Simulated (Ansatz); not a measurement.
Take C (space group Im-3m, No. 229; a = 4.362 Å; a hypothetical phase, not in the database extracts checked) as the base.

The change: a negative pressure, −2 GPa.

Levels (all Ansatz, a program for electronic structure, PAW): PBEsol (420 eV, scalar-relativistic without spin-orbit coupling); HSE06 (420 eV, spin-orbit coupling left out).

The geometry is relaxed with PBEsol.

| Item | Result |
|---|---|
| PBEsol band gap | 2.45 eV |

How does going to HSE06 change the band gap?

The band gap grows by 1.197 eV (2.45 eV → 3.64 eV).

Single points use the geometry relaxed with PBEsol. The hybrid gap comes from the SCF mesh plus the semilocal run's edge points and a few special points and is an upper bound. Load acts through the strain it causes; cell and atoms are relaxed under it. Stability against distortions was not tested.
